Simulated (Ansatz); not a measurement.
**Response to strain in VN**

The parent structure is VN in the rock salt structure (space group Fm-3m, No. 225; a = 4.073 Å). Axes: x, y, z lie along the cube axes.

Strains are applied to the cell and any free atomic positions relax; under biaxial strain the out-of-plane vector relaxes too.

Level of theory: PBEsol, PAW, 420 eV (Ansatz, a program for electronic structure; no spin-orbit coupling).

Notes on the quantities. pressure: mean of the normal stresses, compression positive; energy relative to the base: free energy F.

```csv
case,pressure,energy relative to the base,shortest interatomic distance
base,0.0 GPa,0 meV/atom,2.037 Å
"biaxial strain +2.29 %, plane normal [001], relaxed out of plane",-10.1 GPa,+20 meV/atom,2.014 Å
"biaxial strain +2.84 %, plane normal [110], relaxed out of plane",-10.3 GPa,+24 meV/atom,2.043 Å
"biaxial strain +0.30 %, plane normal [111], relaxed out of plane",-1.1 GPa,+0.2 meV/atom,2.039 Å
"biaxial strain +0.48 %, plane normal [111], relaxed out of plane",-1.7 GPa,+0.6 meV/atom,2.040 Å
isotropic strain −2.92 %,37.0 GPa,+77 meV/atom,1.977 Å
isotropic strain +0.99 %,-9.5 GPa,+7.7 meV/atom,2.057 Å
uniaxial strain ε_yy = +5.19 %,…,…,2.037 Å
tensor shear ε_xz = −0.79 %,0.0 GPa,+0.9 meV/atom,2.037 Å
tensor shear ε_xz = −0.66 %,0.0 GPa,+0.6 meV/atom,2.037 Å
```

**Question.** What belongs in the blanks?

**Answer.** 
- uniaxial strain ε_yy = +5.19 %, pressure: -13.9 GPa
- uniaxial strain ε_yy = +5.19 %, energy relative to the base: +39 meV/atom

A biaxial case was relaxed in a doubled cell and then solved in the primitive one. Without a gap, meshes like the base's 20×20×20 leave anisotropic stresses uncertain by several tenths of a GPa, and small strain energies with them. Whether these cells are dynamically stable was not tested. Seeded moments were not kept for the base. The final runs are not spin-polarised.
